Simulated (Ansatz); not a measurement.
# One base run on LuSI (P1, 3 atoms in the cell) and variants with one or two settings moved

```yaml
crystal:
  lattice:
    - [4.44312, 0.00000, 0.00000]
    - [-2.22156, 3.84786, 0.00000]
    - [0.00000, 0.00000, 5.10009]
  atoms:
    - { symbol: Lu, position: [0.99955, 0.99725, 0.00064] }
    - { symbol: S, position: [0.33095, 0.66514, 0.99966] }
    - { symbol: I, position: [0.66951, 0.33761, 0.49970] }
```

Base run A: PBE0 (Ansatz, a program for electronic structure), self-consistent single point.

Its settings: basis.ecutwfc = 420 eV; kpoints.mp_grid.grid = 4 4 3; hamiltonian.xc = pbe0; hamiltonian.pseudopotentials = {kind: paw}, with the files named one by one; scf.occupations.method = fixed.

The starting cell comes from a database of computed structures (which also holds hypothetical and non-ambient phases and stackings), without a prior relaxation at this level. Its atoms were displaced at random from the sites of space group no. 187. Spin-orbit coupling is off. Ansatz's pressure includes its estimate of the finite-basis (Pulay) stress. Another mesh or the band path of this cell gives a smaller gap, so this value is not converged in the mesh.

ΔF is the free energy per atom less that of run A. A dash stands where there is no value to compare (another energy zero or no entropy term, no result, no spin, no clean gap, or a mesh too coarse for one). Absolute energies have different zeros for different potentials, functionals, Hubbard and dispersion terms and are not compared across them.

Run A gave: pressure (GPa) 0.17; largest force (eV/Å) 0.119; gap on the mesh (eV) 2.816; k-points 26.

Runs:
- B: hamiltonian.xc: pbe0 → pbesol; hamiltonian.pseudopotentials: {kind: paw}, with the files named one by one → {kind: paw} (the program's default PAW files) [PBEsol]
- C: hamiltonian.xc: pbe0 → hse06 [HSE06]
- D: kpoints.mp_grid.grid: 4 4 3 → 3 3 3
- E: kpoints.mp_grid.shift: default → 0.5 0.5 0.5
- F: scf.convergence.dr2_threshold: default (1e-07 eV) → 0.001 eV
- G: scf.mixing.algorithm: default (the program chose MSR1) → broyden; scf.mixing.beta: default → 0.02
- H: scf.mixing.algorithm: default (the program chose MSR1) → msr1
- I: scf.mixing.preconditioner: default (the program chose none) → resta; scf.mixing.eps_inf: default → 3

What does run E change against A?

The free energy hardly moves (within 1 meV/atom), the pressure stays at 0.17 GPa, the largest force moves little (0.119 to 0.115 eV/Å) and the gap on the mesh goes from 2.816 to 3.280 eV.

What does run B change against A?

The pressure goes from 0.17 to -2.09 GPa, the largest force goes from 0.119 to 0.108 eV/Å and the gap on the mesh goes from 2.816 to 1.173 eV.

What does run C change against A?

The pressure stays at 0.17 GPa, the largest force hardly changes (0.119 to 0.118 eV/Å) and the gap on the mesh goes from 2.816 to 2.140 eV.

| run | ΔF (meV/atom) | pressure (GPa) | largest force (eV/Å) | gap on the mesh (eV) | k-points |
|---|---|---|---|---|---|
| A | 0.00 | 0.17 | 0.119 | 2.816 | 26 |
| B | – | -2.09 | 0.108 | 1.173 | 26 |
| C | – | 0.17 | 0.118 | 2.140 | 26 |
| D | 3.1 | 0.20 | 0.119 | 2.605 | 14 |
| E | -0.95 | 0.17 | 0.115 | 3.280 | 24 |
| F | 0.00 | 0.17 | 0.119 | 2.816 | 26 |
| G | 0.00 | 0.17 | 0.119 | 2.816 | 26 |
| H | 0.00 | 0.17 | 0.119 | 2.816 | 26 |
| I | 0.00 | 0.17 | 0.119 | 2.816 | 26 |

Keys are those of Ansatz 0.2.
